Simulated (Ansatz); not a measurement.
The parent structure is SiO2 in the rutile structure (space group P4_2/mnm, No. 136).

```
CELL_PARAMETERS angstrom
      4.18519     0.00000     0.00000
      0.00000     4.18519     0.00000
      0.00000     0.00000     2.66884
ATOMIC_POSITIONS crystal
  Si 0.00000 0.00000 0.00000
  Si 0.50000 0.50000 0.50000
  O  0.30610 0.30610 0.00000
  O  0.80610 0.19390 0.50000
  O  0.19390 0.80610 0.50000
  O  0.69390 0.69390 0.00000
```

Computed with r2SCAN (Ansatz, a first-principles code, PAW, spin-orbit coupling left out).

For the base:

| Quantity | Value |
|---|---|
| Valence-band top at Γ | 0.00, -0.88, -0.88 eV |
| Electron mass | 0.38 mₑ along c, 0.48 mₑ across (at Γ) |
| Gap character | direct at Γ |

The change: an isotropic linear strain of +0.92 %; the atoms relax in the strained cell.

Question: What does the calculation give for the valence-band top at Γ after the change?

Answer: The valence-band top at Γ (three highest levels, from the VBM) becomes 0.00, -0.85, -0.85 eV (base: 0.00, -0.88, -0.88 eV).

Question: What happens to the electron mass?

Answer: The electron mass becomes 0.36 mₑ along c, 0.46 mₑ across (at Γ) (base: 0.38 mₑ along c, 0.48 mₑ across (at Γ)).

Question: What does the calculation give for the energy relative to the base after the change?

Answer: The energy grows by 5.7 meV/atom.

Question: What does the calculation give for the gap character after the change?

Answer: The gap character stays direct at Γ.

Masses are band curvatures over ±0.01 Å⁻¹ around the edge. No phonon test of stability was made.
